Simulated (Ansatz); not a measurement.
Consider HfSnO3 (space group R-3, No. 148; a = 5.392 Å, c = 20.644 Å (hexagonal axes); a cell from a computed database, its experimental status unchecked; layered, stacked along the Cartesian z axis).

Method: PBEsol/PAW in Ansatz (a program for electronic structure), spin-orbit coupling left out.

Base values:

The gap character is indirect, Γ → k = (0.143, -0.286, 0.286) in the run's primitive reciprocal basis and the pressure is 0.00 GPa. The band gap is 2.31 eV.

Modification: the cell is scaled by 0.9703 in all directions; the atoms relax in the strained cell.

What does the calculation give for the gap character, pressure and band gap after the change?

The gap character changes from indirect, Γ → k = (0.143, -0.286, 0.286) in the run's primitive reciprocal basis to indirect, Γ → Γ–S₀ (86 % along); the pressure (mean of the normal stresses, compression positive) goes from zero to 5.43 GPa; the band gap falls by 0.53 eV, from 2.31 eV to 1.78 eV.

Spin-orbit coupling, missing from the scalar runs, can matter with Hf. Whether these cells are dynamically stable was not tested. No dispersion term is included in the PBEsol runs.
